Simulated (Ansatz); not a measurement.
Results of PBE-D4 in Ansatz (plane waves, PAW) for hexagonal WC.

Numerical settings: plane-wave cutoff 520 eV, 24×24×20 k mesh (along the axes of the cell as run), Fermi–Dirac smearing 0.05 eV, no spin polarisation, scalar-relativistic PAW data made under PBE.

Properties against volume:

Shape and atoms are relaxed at each volume.

```csv
V (Å³/atom),P (GPa),c (Å),a (Å)
9.926,17.77,2.801,2.861
10.133,8.42,2.817,2.882
10.340,0.00,2.833,2.903
10.547,-7.58,2.848,2.924
10.753,-14.40,2.863,2.945
```

Note: the bulk modulus comes from volumes at which shape and atoms were relaxed.

Ansatz is an electronic-structure program.
